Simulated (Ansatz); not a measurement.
## Hypothetical P4_2/mnm BAs, response to strain

The parent structure is BAs (space group P4_2/mnm, No. 136; a = 5.889 Å, c = 3.389 Å; a hypothetical phase, not in the database extracts checked). Axes: x, y, z lie along a, b, c of the conventional cell.

Strains are applied to the cell and any free atomic positions relax; under stress the whole cell relaxes.

Calculations: Ansatz (a quantum-chemistry and plane-wave program) PBE, no SOC.

Base values:

```
Item                  Result
-------------------  -------
Smallest direct gap  1.18 eV
```

Task: The aim is a smallest direct gap between 1.32 eV and 1.46 eV. Which of these changes reaches it?
(A) tensor shear ε_xz = +3.57 %
(B) tensor shear ε_xz = +0.15 %
(C) uniaxial stress, 3 GPa compression along z

Result: C, uniaxial stress, 3 GPa compression along z. It gives 1.39 eV; tensor shear ε_xz = +3.57 % gives 0.98 eV; tensor shear ε_xz = +0.15 % gives 1.18 eV. Changes not listed may reach it too

Beyond what the load breaks, stability against distortions was not tested.
